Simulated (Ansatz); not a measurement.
The starting structures come from a database of crystals and need not be the phases stable at ambient conditions.

 Where the default PAW files enter, the runs use the earlier of Ansatz's two default sets.

Tunnelling through a barrier is set by its complex band structure: the current falls as exp(−2κd) with the smallest κ.

Given:

```xyz
8
Lattice="4.9357 0.0000 0.0000 -0.6156 4.8971 0.0000 0.6156 0.6978 4.8471" Properties=species:S:1:pos:R:3 pbc="T T T"
Ba     0.0000     0.0000     0.0000
Sn     2.4678     2.7975     2.4236
F      4.0281     2.2974     1.3099
F      0.9076     3.2976     3.5372
F      3.4376     4.4919     2.7599
F      1.4980     1.1030     2.0873
F      1.7770     3.6881     0.7943
F      3.1586     1.9069     4.0528
```

Space group of this cell: R-3. The cell is taken as given.

Transport runs along the normal of the first two printed cell vectors, the (101) plane of the conventional cell.

The gap is the functional's own, uncorrected, and κ follows it; spin-orbit coupling is left out. Mid-gap values are interpolated between the computed energies.

**Question.** Give the band gap and the smallest decay constant κ at mid-gap that PBEsol (Ansatz, a quantum-chemistry and plane-wave program) yields.

**Answer.** Gap 5.34 eV on a 6×6×6 mesh; κ = 0.457 1/Å, at the zone centre.
